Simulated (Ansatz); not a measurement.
Ti₃Al (P6₃/mmc, No. 194), treated with r²SCAN (plane waves, PAW; Ansatz, a program for electronic structure).

Run with plane-wave cutoff 600 eV, 12×12×14 k mesh (along the axes of the cell as run), Fermi–Dirac smearing 0.021 eV (set by the program), no spin polarisation, scalar-relativistic PAW data made under PBE.

Cell (relaxed at this level):

```xyz
8
Lattice="5.7476 0.0000 0.0000 -2.8738 4.9776 0.0000 0.0000 0.0000 4.6314" Properties=species:S:1:pos:R:3 pbc="T T T"
Al     0.0000     3.3184     1.1578
Al     2.8738     1.6592     3.4735
Ti     2.8738     3.2835     1.1578
Ti    -1.4067     4.1305     3.4735
Ti     1.4671     0.8470     1.1578
Ti     0.0000     1.6941     3.4735
Ti     4.2805     0.8470     1.1578
Ti     1.4067     4.1305     3.4735
```

Task: Estimate the Voigt–Reuss–Hill bulk modulus, Voigt–Reuss–Hill shear modulus (Hill average), Young modulus and Poisson ratio that the calculation returns.

Result: 
- Voigt–Reuss–Hill bulk modulus: 121 GPa
- Voigt–Reuss–Hill shear modulus (Hill average): 64.1 GPa
- Young modulus: 163 GPa
- Poisson ratio: 0.275

Elastic constants are with the ions relaxed.

Static lattice: no zero-point or thermal effects.
